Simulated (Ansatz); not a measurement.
Reference: La₂O₃ (P-3m1), PBEsol, rigid bands (plane waves, PAW, scalar-relativistic; Ansatz, a quantum-chemistry and plane-wave program); axes and stresses refer to this cell.

```
La2O3
1.0
    3.90609     0.00000     0.00000
   -1.95304     3.38277     0.00000
    0.00000     0.00000     6.04018
La O
2 3
Cartesian
  1.95304   1.12759   4.55810
  0.00000   2.25518   1.48208
  1.95304   1.12759   2.13805
  0.00000   2.25518   3.90213
  0.00000   0.00000   0.00000
```

hole conductivity mass: 2.2 mₑ
Seebeck coefficient, n-type 1e19 cm⁻³: -495 μV/K
electron mass along z: 1.08 mₑ

Problem. Change: hydrostatic pressure -2 GPa with spin-orbit coupling. What happens to hole conductivity mass, Seebeck coefficient, n-type 1e19 cm⁻³, electron mass along z?

Solution. hole conductivity mass grows to 2.4 mₑ; Seebeck coefficient, n-type 1e19 cm⁻³ moves little, to -498 μV/K; electron mass along z moves little, to 1.09 mₑ.

Masses are for dilute carriers at 300 K, harmonic means over directions unless an axis is named. Seebeck coefficients are for the stated density at 300 K, with one relaxation time for all states and whether or not that doping can be reached. Spin-orbit coupling is left out unless a row names it. Stresses and pressures are the targets of the relaxation.  The structure type is held under load, also where the real crystal would transform.
